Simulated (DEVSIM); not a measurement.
Device: illuminated Si n-on-p cell, one wavelength, at 300 K.

```csv
layer (left to right),material,thickness (μm),Nd (cm⁻³),Na (cm⁻³),τn (s),τp (s),absorption coefficient (cm⁻¹)
1,Si,0.890,8.6e18,-,1.3e-5,4.8e-6,25000
2,Si,91.0,-,1.1e16,7.6e-5,7.6e-5,25000
```

Left contact: ohmic, minority hole recombination velocity 5e6 cm/s. Right contact: ohmic, minority electron recombination velocity 20000 cm/s. Voltage is applied to the left contact. Recombination: SRH at mid-gap, radiative, Auger. Light enters at the left, 2.1e18 photons cm⁻² s⁻¹, one pass, no reflection. Mobility is μmin + (μ − μmin)/(1 + (N/Nref)^α).

This is a model device: material constants are rounded textbook-type values typed into the input, and sizes, dopings and lifetimes were drawn at random. Values at 300 K.

| parameter | Si |
|---|---|
| gap (eV) | 1.124 |
| affinity (eV) | 4.05 |
| permittivity | 11.7 |
| Nc (cm⁻³) | 2.86e19 |
| Nv (cm⁻³) | 3.1e19 |
| μn (cm²/Vs) | 1417 |
| μp (cm²/Vs) | 470 |
| μn,min | 52 |
| μp,min | 45 |
| Nref,n | 9.7e16 |
| Nref,p | 2.2e17 |
| αn | 0.68 |
| αp | 0.72 |
| B (cm³/s) | 4.7e-15 |
| Cn (cm⁶/s) | 2.8e-31 |
| Cp (cm⁶/s) | 9.9e-32 |

Model (solved in DEVSIM): 1D drift-diffusion, Boltzmann statistics, complete ionisation; no tunnelling, impact ionisation, image-force lowering or self-heating.

The photon flux was swept, all else fixed.

```
photon flux (cm^-2 s^-1)  fill factor  short-circuit current (mA/cm²)  largest power (mW/cm²)  open-circuit voltage (V)
------------------------  -----------  ------------------------------  ----------------------  ------------------------
6.3e16                           0.81                            4.05                    1.74                     0.531
2.1e17                           0.82                            13.5                    6.20                     0.562
6.3e17                           0.83                            40.5                    19.7                     0.590
2.1e18                           0.83                             135                    69.6                     0.621
6.3e18                           0.83                             405                     219                     0.649
2.1e19                           0.84                            1350                     766                     0.678
6.3e19                           0.83                            4050                    2360                     0.704
```

From the first row to the last the fill factor goes from 0.81 to 0.83. From the first row to the last the short-circuit current goes from 4.05 to 4050.
